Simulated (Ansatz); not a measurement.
# HgS, response to strain

The reference is HgS in the zinc blende structure (space group F-43m, No. 216).

```xyz
2
Lattice="0.0000 2.9379 2.9379 2.9379 0.0000 2.9379 2.9379 2.9379 0.0000" Properties=species:S:1:pos:R:3 pbc="T T T"
Hg     0.0000     0.0000     0.0000
S      4.4069     4.4069     4.4069
```

Cartesian axes are those of the cell as printed.

Strains are applied to the cell and any free atomic positions relax; under biaxial strain the out-of-plane vector relaxes too.

All numbers come from Kohn–Sham DFT with the PBEsol functional, run in Ansatz (a quantum-chemistry and plane-wave program) with PAW and 420 eV plane waves, no SOC.

Candidates:
(a) biaxial strain +1.63 %, plane normal [110], relaxed out of plane
(b) isotropic strain +4.60 %
(c) biaxial strain +2.14 %, plane normal [001], relaxed out of plane
(d) isotropic strain +1.43 %
(e) uniaxial strain ε_xx = −1.26 %

Notes on the quantities. energy relative to the base: free energy F.

Task: Order them by energy relative to the base, highest first.

Result: (b) isotropic strain +4.60 % (+76 meV/atom), (d) isotropic strain +1.43 % (+8.3 meV/atom), (a) biaxial strain +1.63 %, plane normal [110], relaxed out of plane (+3.6 meV/atom), (c) biaxial strain +2.14 %, plane normal [001], relaxed out of plane (+2.9 meV/atom), (e) uniaxial strain ε_xx = −1.26 % (+0.9 meV/atom)

A biaxial case was relaxed in a doubled cell and then solved in the primitive one. A case with no gap was solved on a k-mesh chosen for an insulator, which is coarse for it. Whether these cells are dynamically stable was not tested. The final runs are not spin-polarised.
